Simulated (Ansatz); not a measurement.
# Hypothetical diamond Bi, response to strain

Take Bi in the diamond structure (space group Fd-3m, No. 227; a hypothetical phase, not in the database extracts checked; relaxed with 0.1 eV smearing) as the base.

```
Bi
1.0
    0.00000     3.58232     3.58232
    3.58232     0.00000     3.58232
    3.58232     3.58232     0.00000
Bi
2
Direct
  0.75000   0.75000   0.75000
  0.50000   0.50000   0.50000
```

Cartesian axes are those of the cell as printed.

Strains are applied to the cell and any free atomic positions relax; under biaxial strain the out-of-plane vector relaxes too.

All numbers come from Kohn–Sham DFT with the PBEsol functional, run in Ansatz (a program for electronic structure) with PAW and 420 eV plane waves, spin-orbit coupling left out.

Notes on the quantities. energy relative to the base: free energy F; pressure: mean of the normal stresses, compression positive.

```tsv
variant	energy relative to the base	pressure	volume per atom
base	0 meV/atom	0.0 GPa	45.97 Å³
biaxial strain −3.64 %, plane normal [001], relaxed out of plane	+0.4 meV/atom	0.0 GPa	45.53 Å³
uniaxial strain ε_xx = −1.20 %	+0.7 meV/atom	0.4 GPa	45.42 Å³
tensor shear ε_xz = −0.73 %	-0.4 meV/atom	0.0 GPa	45.97 Å³
tensor shear ε_yz = +1.43 %	-1.5 meV/atom	0.0 GPa	45.96 Å³
```

Stability against distortions was not tested. Under tensor shear ε_xz = −0.73 % and tensor shear ε_yz = +1.43 % the cell ends below the base's energy or with stress of the wrong sign: the atoms slid into a distortion or the cell is elastically unstable, so the base is not a stable minimum at this level.
